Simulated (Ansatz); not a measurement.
Results of PBEsol (Ansatz, a program for electronic structure, PAW) for Al2O (model structure, Fm-3m, No. 225, 3 atoms in the cell).

Numerical settings: plane-wave cutoff 520 eV, 18×18×18 k mesh, Fermi–Dirac smearing 0.05 eV, scalar-relativistic PAW data made under PBE.

Cell (relaxed at this level):

```cif
data_Al8O4
_chemical_formula_sum 'Al8 O4'
_space_group_name_H-M_alt 'Fm-3m'
_space_group_IT_number 225
_space_group_name_Hall '-F 4 2 3'
_cell_length_a 5.62070
_cell_length_b 5.62070
_cell_length_c 5.62070
_cell_angle_alpha 90.000
_cell_angle_beta 90.000
_cell_angle_gamma 90.000
loop_
_atom_site_label
_atom_site_type_symbol
_atom_site_symmetry_multiplicity
_atom_site_Wyckoff_symbol
_atom_site_fract_x
_atom_site_fract_y
_atom_site_fract_z
_atom_site_occupancy
Al1 Al 8 c 0.25000 0.25000 0.25000 1
O1 O 4 a 0.00000 0.00000 0.00000 1
```
(The calculation used a cell of 3 atoms; values per cell refer to that cell.)

Estimate the bulk modulus that the calculation returns.


* **bulk modulus**: 67.0 GPa

The run finds no gap.

Note: the bulk modulus is −V dP/dV from two relaxed cells at ±2 % in volume; the relaxation could raise the start's symmetry but not lower it, so the cell can be a saddle point.

A model structure was made by putting elements into a prototype or built by hand; it is no filed structure, need not be a known phase, and can be a saddle point held by its symmetry.
